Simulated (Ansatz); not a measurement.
We consider BeS (model structure, started from the BeO type, P4₂/mnm, No. 136, 8 atoms in the cell), described by PBEsol (Ansatz, an electronic-structure program, plane waves, PAW).

Run with plane-wave cutoff 520 eV, 6×6×10 k mesh (along the axes of the cell as run), Fermi–Dirac smearing 0.01 eV, scalar-relativistic PAW data made under PBE.

The cell is the one relaxed with PBEsol. Conventional cell: a = 5.8715 Å, b = 5.8715 Å, c = 3.4417 Å, α = 90.00°, β = 90.00°, γ = 90.00°.

```xyz
8
Lattice="5.8715 0.0000 0.0000 0.0000 5.8715 0.0000 0.0000 0.0000 3.4417" Properties=species:S:1:pos:R:3 pbc="T T T"
Be     1.9442     3.9274     0.0000
Be     3.9274     1.9442     0.0000
Be     4.8799     4.8799     1.7208
Be     0.9916     0.9916     1.7208
S      1.8126     1.8126     0.0000
S      4.0589     4.0589     0.0000
S      1.1231     4.7484     1.7208
S      4.7484     1.1231     1.7208
```

### Question
List the 21 lowest band energies at Γ above −25 eV (eV, relative to the valence band maximum), grouping those that round alike.

### Answer
At Γ: -13.70, -12.10 (×2), -11.81, -5.97, -4.95, -4.06 (×2), -3.11, -2.78, -1.29 (×2), -0.22, -0.14, -0.03 (×2), 3.93, 4.54, 5.43, 5.53 (×2).

Note: the relaxation could raise the start's symmetry but not lower it, so the cell can be a saddle point.

A model structure was made by putting elements into a prototype or built by hand; it is no filed structure, need not be a known phase, and can be a saddle point held by its symmetry.
